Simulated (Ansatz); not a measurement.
## PtAg3 (Pm-3m): band-structure transport figures

Here is the system:

```yaml
crystal:
  lattice:
    - [4.00894, 0.00000, 0.00000]
    - [0.00000, 4.00894, 0.00000]
    - [0.00000, 0.00000, 4.00894]
  atoms:
    - { symbol: Ag, position: [0.00000, 0.50000, 0.50000] }
    - { symbol: Ag, position: [0.50000, 0.00000, 0.50000] }
    - { symbol: Ag, position: [0.50000, 0.50000, 0.00000] }
    - { symbol: Pt, position: [0.00000, 0.00000, 0.00000] }
```

The numbers are results of PBEsol with spin-orbit coupling, rigid bands (plane waves, PAW; Ansatz, a quantum-chemistry and plane-wave program), not measurements. Condition of this run: spin-orbit coupling switched on. Geometry: cell and atoms relaxed with PBEsol.

The density of states at the Fermi level is 1.50 states/(eV·cell), both spins and the bare Sommerfeld coefficient is 0.89 mJ/(mol of atoms·K²). The drude plasma energy is 6.6 eV and the root-mean-square Fermi velocity is 8.5e5 m/s. The resistivity times τ is 11.1 ×10⁻²² Ω·m·s.

A metal at this level (no band gap); rigid bands, thermally averaged at 300 K, both spins. τ is one relaxation time for all states.

Computed structure with no diffraction record at hand here (it may be known, metastable or hypothetical): PtAg3 (Pm-3m).
